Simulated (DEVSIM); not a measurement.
Device: TaN/SiO2/p-GaSb capacitor, at 400 K.

Layer 1 from the left is SiO2, thickness (nm) 6.40. Layer 2 from the left is GaSb, thickness (nm) 18000, Na (cm⁻³) 1.1e15.

Metal gate on the left, work function 4.4 eV. Fixed charge at the semiconductor interface 2.3e11 cm⁻² (in units of +e); no interface traps.

This is a model device: material constants are rounded textbook-type values typed into the input, and sizes, dopings and lifetimes were drawn at random. Values at 300 K; Nc and Nv go as T^1.5, mobilities as T to minus their exponent, the gap by Varshni's rule with the affinity fixed.

SiO2: gap (eV) 9, affinity (eV) 0.9, permittivity 3.9. GaSb: gap (eV) 0.726, affinity (eV) 4.06, permittivity 15.7, Nc (cm⁻³) 2.1e17, Nv (cm⁻³) 1.8e19, Varshni α (eV/K) 0.00042, Varshni β (K) 140.

DEVSIM, 1D Poisson equation in equilibrium, Boltzmann statistics, complete ionisation; no quantum confinement or tunnelling. Metal contacts follow the ideal Schottky-Mott rule: no Fermi-level pinning, no interface dipoles.

Question: What does the simulation give for the minimum of the low-frequency capacitance, the threshold voltage (band bending 2φF), the flat-band voltage?

Answer: minimum of the low-frequency capacitance 0.0454 μF/cm²; threshold voltage (band bending 2φF) 0.09 V; flat-band voltage -0.07 V.
